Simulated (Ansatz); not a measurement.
Response to strain in Os

The parent structure is Os in the hcp (Mg type) structure (space group P6_3/mmc, No. 194; relaxed with 0.1 eV smearing).

```yaml
crystal:
  lattice:
    - [2.75433, 0.00000, 0.00000]
    - [-1.37717, 2.38532, 0.00000]
    - [0.00000, 0.00000, 4.34739]
  atoms:
    - { symbol: Os, position: [0.66667, 0.33333, 0.75000] }
    - { symbol: Os, position: [0.33333, 0.66667, 0.25000] }
```

Cartesian axes are those of the cell as printed.

Strains are applied to the cell and any free atomic positions relax; under biaxial strain the out-of-plane vector relaxes too.

Calculations: Ansatz (a program for electronic structure), PBE, PAW, cutoff 420 eV, without spin-orbit coupling.

Candidates:
(a) biaxial strain +1.00 %, plane normal [001], relaxed out of plane
(b) biaxial strain +3.00 %, plane normal [001], relaxed out of plane
(c) biaxial strain +1.50 %, plane normal [001], relaxed out of plane
(d) biaxial strain −3.00 %, plane normal [001], relaxed out of plane

Order them by out-of-plane strain, lowest first.

(b) biaxial strain +3.00 %, plane normal [001], relaxed out of plane (-1.62 %), (c) biaxial strain +1.50 %, plane normal [001], relaxed out of plane (-0.80 %), (a) biaxial strain +1.00 %, plane normal [001], relaxed out of plane (-0.54 %), (d) biaxial strain −3.00 %, plane normal [001], relaxed out of plane (+1.60 %)

Stability against distortions was not tested. All final runs are without spin polarisation.
